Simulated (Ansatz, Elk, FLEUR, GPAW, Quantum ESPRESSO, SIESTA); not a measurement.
## One structure in several programs: NbVCr (Imma, 6 atoms in the cell)

Self-consistent single point, at a second geometry (lattice scaled by 0.98). First geometry:

```
CELL_PARAMETERS angstrom
     -2.46242     2.52027     3.50740
      2.46242    -2.52027     3.50740
      2.46242     2.52027    -3.50740
ATOMIC_POSITIONS crystal
  Nb 0.12626 0.37626 0.75000
  Nb 0.87374 0.62374 0.25000
  V  0.50000 0.00000 0.50000
  V  0.00000 0.00000 0.00000
  Cr 0.50000 0.00000 0.00000
  Cr 0.50000 0.50000 0.50000
```

Shared settings, as Ansatz (a first-principles code) writes them: kpoints.mp_grid.grid = 5 5 5; scf.occupations.method = fermi_dirac; scf.occupations.width = 0.1 eV. Potentials and cutoffs stand in the table.

| code | model | ΔF from the first geometry (meV/atom) | pressure (GPa) | largest force (eV/Å) | cutoff |
|---|---|---|---|---|---|
| Elk | PBEsol, all-electron FP-LAPW, Elk's shipped species files, APW+lo basis with extra local orbitals | 2.1 | – | – | rgkmax 7.5 |
| SIESTA | GGA PBEsol, numerical atomic orbitals DZP, PseudoDojo PBEsol standard norm-conserving potentials (rewritten from UPF to PSML) | 0.1 | 7.42 | 0.002 | grid 400 Ry |
| FLEUR | PBEsol, all-electron FLAPW (FLEUR), scalar-relativistic valence | 10.4 | – | – | Kmax 3.8 1/bohr |
| Quantum ESPRESSO | PBEsol, GBRV 1.5 ultrasoft (PBESOL) pseudopotentials | 3.6 | 7.70 | 0.003 | 50 Ry |
| Ansatz | PBEsol, PAW files made with PBE | 4.7 | 7.97 | 0.002 | 420 eV |
| GPAW | PBEsol, GPAW PAW datasets PBEsol (made by gpaw-setup) | 4.6 | 7.89 | 0.006 | 800 eV |

A dash marks a value that a program does not give, or that is left out as unsure.

On Ansatz's run: spin polarisation is off.

The spread over the programs that give each value: ΔF from the first geometry within 10.3 meV/atom; pressure within 0.55 GPa; largest force within 0.004 eV/Å.

SIESTA uses small atom-centred bases, whose incompleteness enters pressures, forces and empty levels differently from a plane-wave cutoff. Elk and FLEUR treat all electrons, but the usual bases taken here (sphere radii, linearisation, local orbitals, empty states) were not tested for convergence, so the values are no reference for the others. Ansatz's pressure is given at a fixed set of plane waves, as the other plane-wave codes print theirs; with its correction for the finite basis it is 8.06 GPa.

The starting cell comes from a database of computed structures (which also holds hypothetical and non-ambient phases and stackings), without a prior relaxation at this level. For this run, on top of that: lattice scaled by 0.98.

Keys are those of Ansatz 0.2.
